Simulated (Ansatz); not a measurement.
Input and output of a self-consistent single point for ZrSeS (P3m1, 3 atoms in the cell) (Ansatz, an electronic-structure program).

Method of the run: LDA (PW92), default PAW files made with PBE (plane waves; Ansatz).

```xyz
3
Lattice="3.7613 0.0000 0.0000 -1.8806 3.2574 0.0000 0.0000 0.0000 6.2535" Properties=species:S:1:pos:R:3 pbc="T T T"
Zr     0.0000     0.0000     0.1282
Se     1.8806     1.0858     4.7113
S      0.0000     2.1716     1.4640
```

Reference input (self-consistent single point, DFT, LDA (PW92), plane waves, default PAW files made with PBE): basis.ecutwfc = 420 eV; kpoints.mp_grid.grid = 8 8 4; hamiltonian.xc = lda; hamiltonian.pseudopotentials = {kind: paw} (the program's default PAW files); scf.occupations.method = fermi_dirac; scf.occupations.width = 0.02 eV. This run's input differs from it in these lines:

Ansatz 0.2 input:
```diff
@@ -13,3 +13,3 @@
 kpoints:
-  mp_grid: { grid: [8, 8, 4] }
+  mp_grid: { grid: [5, 5, 3] }
 hamiltonian:
```

Output (repeated stretches shortened):

```
SCF iter   1: F=—  HF=-10334.500075 eV  |F-HF|=—  |Δ(HF+E_count)|=         —  Δρ=5.67e-3  dr2=3.07e-2  ethr=1.77e-3  ⟨swp⟩=6.3  Hψ=1153  notcnv=0
all-band conjugate gradients solve this SCF's bands
preconditioner: auto → Resta (q_TF=auto, 2.383 Å⁻¹)
SCF iter   2: F=—  HF=-10334.494178 eV  |F-HF|=—  |Δ(HF+E_count)|=   5.90e-3  Δρ=2.71e-3  dr2=3.49e-3  ethr=9.04e-5  ⟨swp⟩=2.0  Hψ=396  notcnv=0
   [... lines left out ...]
SCF iter   6: F=—  HF=-10334.493485 eV  |F-HF|=—  |Δ(HF+E_count)|=   1.91e-8  Δρ=2.36e-5  dr2=8.39e-7  ethr=1.80e-8  ⟨swp⟩=2.0  Hψ=444  notcnv=0
SCF iter   7: F=-10334.493485 eV  HF=-10334.493485 eV  |F-HF|=1.51e-8  |Δ(HF+E_count)|=   8.41e-8  Δρ=7.86e-6  dr2=8.61e-8  ethr=2.94e-10  ⟨swp⟩=3.0  Hψ=1073  notcnv=0
the search or the solves at the SCF's close seem to have found levels that the self-consistency loop had missed (the run counts 1) …
SCF 1 converged in 7 iterations: F = -10334.493485 eV  dr2 = 8.61e-8
Free energy (F): -10334.493485 eV
Internal energy: -10334.493485 eV  (E = F + TS)
E sigma→0 (E₀):  -10334.493485 eV
Entropy (-TS):   -0.000000 eV (-0.000 meV/atom)
Fermi energy:    7.420404 eV
--- Forces (eV/Å), atoms counted from 1 ---
  atom   1  Zr     0.00000000     0.00000000    -0.55191269
  atom   2  Se     0.00000000     0.00000000     0.69387450
  atom   3  S      0.00000000     0.00000000    -0.14196606
--- Stress (GPa, compression-positive) ---
       -5.083474       0.000000       0.000000
        0.000000      -5.083474       0.000000
        0.000000       0.000000      -4.321757
  P = ⅓ Tr σ = -4.8296 GPa (-48.296 kbar)
  The stress holds the Pulay correction. Without it, at fixed plane waves, as pw.x and ABINIT print it: P = -4.8515 GPa
```

The run converged in 7 iterations. Against the reference run the free energy goes up by 12.0 meV/atom, the pressure goes from -5.00 to -4.83 GPa, the largest force goes from 0.659 to 0.694 eV/Å and the gap on the mesh goes from 0.549 to 0.591 eV.

The starting cell comes from a database of computed structures (which also holds hypothetical and non-ambient phases and stackings), without a prior relaxation at this level. Its lattice was rescaled by up to half a per cent. One atom was moved a little off its site on purpose. With a pressure of about -5 GPa the cell is away from its equilibrium volume at this level. Ansatz's pressure includes its estimate of the finite-basis (Pulay) stress. Another mesh or the band path of this cell gives a smaller gap, so this value is not converged in the mesh.
